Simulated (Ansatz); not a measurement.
Consider Ca in the fcc (Cu type) structure (space group Fm-3m, No. 225; a = 5.568 Å).

All numbers come from DFT with r2SCAN, PAW potentials and a 500 eV plane-wave cutoff in Ansatz (a program for electronic structure), without spin-orbit coupling.

Base values:

Band gap: zero
Density: 1.54 g/cm³
Magnetic state: not spin-polarised

Perturbation: every Ca is replaced by Eu; the structure is relaxed again.

### Question
Predict the new band gap.

### Answer
The band gap remains zero.

### Question
How does this affect the density?

### Answer
The density goes up by 4.42 g/cm³ (1.54 g/cm³ → 5.96 g/cm³).

### Question
What does the calculation give for the magnetic state after the change?

### Answer
The magnetic state goes from not spin-polarised to ferromagnetic.

The magnetic state is the one reached from the starting moments; the real material's order can differ, and small cells can't hold many antiferromagnetic ones. The state of the 4f shell was not checked for lower solutions. No phonon test of stability was made. For Eu in this form, whether it has been made was not checked. This is not the structure that Eu has at room temperature and ambient pressure.
